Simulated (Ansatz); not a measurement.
The parent structure is Au in the fcc (Cu type) structure (space group Fm-3m, No. 225; relaxed with 0.1 eV smearing).

```
CELL_PARAMETERS angstrom
      0.00000     2.04143     2.04143
      2.04143     0.00000     2.04143
      2.04143     2.04143     0.00000
ATOMIC_POSITIONS crystal
  Au 0.00000 0.00000 0.00000
```

Cartesian axes are those of the cell as printed.

Method: PBEsol/PAW in Ansatz (an electronic-structure program), no SOC, earlier PAW set.

For the base:

| Property | Value |
|---|---|
| Pressure | 0.0 GPa |

Modification: uniaxial strain ε_yy = −0.59 %, all other strain components held at zero; the atoms relax in the strained cell.

Problem. How does this affect the energy relative to the base and pressure?

Solution. The energy grows by 0.4 meV/atom; the pressure (mean of the normal stresses, compression positive) goes from zero to 1.1 GPa.

Stability against distortions was not tested.
